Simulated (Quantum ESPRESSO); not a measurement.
A self-consistent single point of GaIr (Pm-3m, 2 atoms in the cell) with Quantum ESPRESSO.

Method: PBEsol, spin-orbit coupling, PseudoDojo fully relativistic norm-conserving (PBESOL) pseudopotentials (plane waves; Quantum ESPRESSO).

```
GaIr
1.0
    3.02850     0.00000     0.00000
    0.00000     3.02850     0.00000
    0.00000     0.00000     3.02850
Ga Ir
1 1
Direct
  0.00000   0.00000   0.00000
  0.50000   0.50000   0.50000
```

Reference input (self-consistent single point, DFT, PBEsol, plane waves, PseudoDojo standard norm-conserving (PBESOL) pseudopotentials): ecutwfc = 80 Ry; occupations = smearing; smearing = gauss; degauss = 0.0073499 Ry; potentials = {Ga: Ga.upf, Ir: Ir.upf}; K_POINTS = automatic 9 9 9 0 0 0; conv_thr = 1e-09 Ry; mixing_beta = 0.4. This run's input differs from it in these lines:

```diff
@@ -17,2 +17,4 @@
   degauss = 0.0073499,
+  noncolin = .true.,
+  lspinorb = .true.,
 /
```

Its files differ too (potentials: PseudoDojo fully relativistic norm-conserving (PBESOL)).

Log, with long lists cut:

```
     Self-consistent Calculation

     iteration #  1     ecut=    80.00 Ry     beta= 0.40

     Threshold (ethr) on eigenvalues was too large:
     Diagonalizing with lowered threshold

     total energy              =    -383.38216146 Ry
     estimated scf accuracy    <       0.05289153 Ry

     iteration #  2     ecut=    80.00 Ry     beta= 0.40

     total energy              =    -383.38991019 Ry
     estimated scf accuracy    <       0.01301715 Ry

     iteration #  3     ecut=    80.00 Ry     beta= 0.40

     total energy              =    -383.39121711 Ry
     estimated scf accuracy    <       0.00212947 Ry

   [... 4 blocks of this kind left out ...]

     iteration #  8     ecut=    80.00 Ry     beta= 0.40

     total energy              =    -383.39149185 Ry
     estimated scf accuracy    <       0.00000002 Ry

     iteration #  9     ecut=    80.00 Ry     beta= 0.40
     End of self-consistent calculation

     the Fermi energy is    21.1590 ev

!    total energy              =    -383.39149185 Ry
     estimated scf accuracy    <          8.5E-10 Ry
     smearing contrib. (-TS)   =      -0.00022621 Ry
     internal energy E=F+TS    =    -383.39126564 Ry

     convergence has been achieved in   9 iterations

     Forces acting on atoms (cartesian axes, Ry/au):

     atom    1 type  1   force =     0.00000000    0.00000000    0.00000000
     atom    2 type  2   force =     0.00000000    0.00000000    0.00000000

     Total force =     0.000000     Total SCF correction =     0.000000

          total   stress  (Ry/bohr**3)                   (kbar)     P=      -12.75
  -0.00008666   0.00000000   0.00000000          -12.75        0.00        0.00
   0.00000000  -0.00008666   0.00000000            0.00      -12.75        0.00
   0.00000000   0.00000000  -0.00008666            0.00        0.00      -12.75

   JOB DONE.
```

The run converged in 9 iterations. Against the reference run the pressure goes from -1.90 to -1.27 GPa.

The starting cell comes from a database of computed structures (which also holds hypothetical and non-ambient phases and stackings), without a prior relaxation at this level.

Cost on one core of a shared machine: roughly 80 s.
